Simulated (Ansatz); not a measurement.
Start from Sn in the diamond structure (space group Fd-3m, No. 227; a = 6.566 Å).

Calculations: r2SCAN in Ansatz (plane waves to 500 eV, PAW, scalar-relativistic without spin-orbit coupling).

Before the change:

| Quantity | Value |
|---|---|
| Band gap | zero |
| Pressure | 0.0 GPa |

Now apply this change: an isotropic linear strain of −1.00 %, atoms relaxed at fixed cell.

Q: Predict the new energy relative to the base.

A: The energy goes up by 4.5 meV/atom.

Q: How does this affect the band gap?

A: The band gap is still zero.

Q: Estimate the effect on the pressure.

A: The pressure goes from zero to 1.4 GPa.

Stability against distortions was not tested.

Ansatz is a program for electronic structure.
